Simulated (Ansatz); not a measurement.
Take InAs in the zinc blende structure (space group F-43m, No. 216; a = 6.1863 Å) as the base.

All numbers come from Ansatz (a first-principles code), PBE, PAW, cutoff 420 eV, no SOC.

Strains are applied to the cell and any free atomic positions relax.

One change was made to it. Results:

```tsv
quantity	base	after
pressure	0.0 GPa	-3.0 GPa
energy relative to the base (free energy F)	0 meV/atom	+23 meV/atom
band gap	zero	zero
```

Question: Which change produced these results?
A) isotropic strain +3.00 %
B) isotropic strain +2.50 %
C) isotropic strain +1.50 %
D) isotropic strain −0.50 %

Answer: B, isotropic strain +2.50 %. For comparison, the energy relative to the base in the other runs: isotropic strain +3.00 % gives +32 meV/atom; isotropic strain −0.50 % gives +1.0 meV/atom; isotropic strain +1.50 % gives +8.5 meV/atom.

A case with no gap was solved on a k-mesh chosen for an insulator, which is coarse for it. Stability against distortions was not tested. The final runs are not spin-polarised. A zero or small gap of InAs can be the functional's error rather than a property of the material.
